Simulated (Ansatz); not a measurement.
Given:

```xyz
4
Lattice="4.1243 0.0000 0.0000 -2.0621 3.5717 0.0000 0.0000 0.0000 6.7092" Properties=species:S:1:pos:R:3 pbc="T T T"
Cd     2.0621     1.1906     3.3559
Cd     0.0000     2.3811     0.0013
S      2.0621     1.1906     5.8826
S      0.0000     2.3811     2.5280
```

All values below come from PBEsol with spin-orbit coupling, rigid bands (plane waves, PAW; Ansatz, a first-principles code). How the cell was made: cell and atoms relaxed with PBEsol.

Question: What conductivity effective mass do dilute electrons have at 300 K?

Answer: 0.136 (x), 0.136 (y), 0.127 (z) mₑ.

Question: Predict the hole conductivity mass (n e² τ/σ) at 300 K, by direction if it differs.

Answer: 1.17 (x), 1.17 (y), 1.51 (z) mₑ.

Question: And the band gap?

Answer: 1.08 eV at this level; semilocal functionals usually fall short of the measured gap.

Rigid bands, one relaxation time for all states, no polarons.
